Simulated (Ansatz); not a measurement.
**ScAl3 in the Cu3Au type structure (space group Pm-3m, No. 221)**

```xyz
4
Lattice="4.0716 0.0000 0.0000 0.0000 4.0716 0.0000 0.0000 0.0000 4.0716" Properties=species:S:1:pos:R:3 pbc="T T T"
Al     0.0000     2.0358     2.0358
Al     2.0358     2.0358     0.0000
Al     2.0358     0.0000     2.0358
Sc     0.0000     0.0000     0.0000
```

Calculations: PBEsol (Ansatz, a quantum-chemistry and plane-wave program; PAW; 420 eV plane waves; without spin-orbit coupling), earlier PAW set. Γ-centred 12×12×12 mesh, Fermi–Dirac width 0.05 eV.

The volume per atom is 16.87 Å³ and the density comes out as 3.10 g/cm³. The band gap is zero and the total energy is -921.727 eV/atom (σ→0; compares only within this code and set-up).

No phonon test of stability was made. All final runs are without spin polarisation.
